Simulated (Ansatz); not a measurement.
The starting structures come from a database of crystals and need not be the phases stable at ambient conditions.

 Where the default PAW files enter, the runs use the earlier of Ansatz's two default sets.

Tunnelling through a barrier is set by its complex band structure: the current falls as exp(−2κd) with the smallest κ.

Here is the system:

```
HfO4Si
1.0
    5.40044     0.00000     0.00000
   -2.23715     4.91528     0.00000
    1.58165     2.45764     4.63395
Hf Si O
2 2 8
Direct
  0.00000   0.00000   0.00000
  0.25000   0.75000   0.50000
  0.75000   0.25000   0.50000
  0.50000   0.50000   0.00000
  0.86591   0.68080   0.81489
  0.93080   0.24569   0.68511
  0.49569   0.68080   0.18511
  0.93080   0.61591   0.31489
  0.38409   0.06920   0.68511
  0.31920   0.13409   0.18511
  0.75431   0.06920   0.31489
  0.31920   0.50431   0.81489
```

Space group of this cell: Fddd. The cell is strained (lengths across the current scaled by 0.98, ions clamped); by r2SCAN its mean pressure is 14.1 GPa.

Transport runs along the normal of the first two printed cell vectors.

The gap is the functional's own, uncorrected, and κ follows it; spin-orbit coupling is left out. Mid-gap values are interpolated between the computed energies.

Q: Give the band gap and the smallest decay constant κ at mid-gap that r2SCAN run with Ansatz (a quantum-chemistry and plane-wave program) yields.

A: Gap 6.26 eV on a 8×8×8 mesh; κ = 0.473 1/Å, at the zone centre.
